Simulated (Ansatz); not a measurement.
Hf2O (model structure, started from the Hf2S type, P6₃/mmc, No. 194, 6 atoms in the cell), treated with r²SCAN in Ansatz (plane waves, PAW).

Run with plane-wave cutoff 560 eV, 18×18×6 k mesh (along the axes of the cell as run), Fermi–Dirac smearing 0.05 eV, scalar-relativistic PAW data made under PBE.

Cell (relaxed at this level):

```cif
data_Hf4O2
_chemical_formula_sum 'Hf4 O2'
_space_group_name_H-M_alt 'P63/mmc'
_space_group_IT_number 194
_space_group_name_Hall '-P 6c 2c'
_cell_length_a 3.14369
_cell_length_b 3.14369
_cell_length_c 10.84800
_cell_angle_alpha 90.000
_cell_angle_beta 90.000
_cell_angle_gamma 120.000
loop_
_atom_site_label
_atom_site_type_symbol
_atom_site_symmetry_multiplicity
_atom_site_Wyckoff_symbol
_atom_site_fract_x
_atom_site_fract_y
_atom_site_fract_z
_atom_site_occupancy
Hf1 Hf 4 f 0.33333 0.66667 0.11009 1
O1 O 2 b 0.00000 0.00000 0.25000 1
```

Estimate the bulk modulus that the calculation returns.


- bulk modulus: 180 GPa

The run finds no gap.

Note: the bulk modulus is −V dP/dV from two relaxed cells at ±2 % in volume; the relaxation could raise the start's symmetry but not lower it, so the cell can be a saddle point.

Spin–orbit coupling is not included; it can open a gap where bands touch, and shift volumes and moduli.

The computed numbers hold no vibrational or temperature effects.

A model structure was made by putting elements into a prototype or built by hand; it is no filed structure, need not be a known phase, and can be a saddle point held by its symmetry.

Ansatz is an electronic-structure program.
